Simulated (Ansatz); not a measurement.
Li under a change: Li vacancy, symmetric start

Consider a 12-atom supercell of Li in the bcc (W type) structure (space group Im-3m, No. 229; a = 3.477 Å) at its relaxed geometry.

Perturbation: a neutral Li vacancy, symmetric start, atoms relaxed at fixed cell.

Computed with r2SCAN (Ansatz, a program for electronic structure, PAW, scalar-relativistic without spin-orbit coupling). Γ-centred 6×6×5 mesh, Fermi–Dirac width 0.05 eV.

```json
{
 "pressure": "-0.4 GPa (base 0.0 GPa)",
 "largest_displacement_of_a_host_atom_from_its_site_in_the_perfect_cell": "0.28 Å",
 "mean_distance_from_the_defect_site_to_its_nearest_host_atoms": "2.86 Å (base 3.01 Å)"
}
```

The cell is small, so the values are those of an ordered compound at a high defect concentration; dilute-limit values will differ. The defect started on the symmetric site and kept its symmetry, so it may sit on a saddle. The defect cell is not spin-polarised.
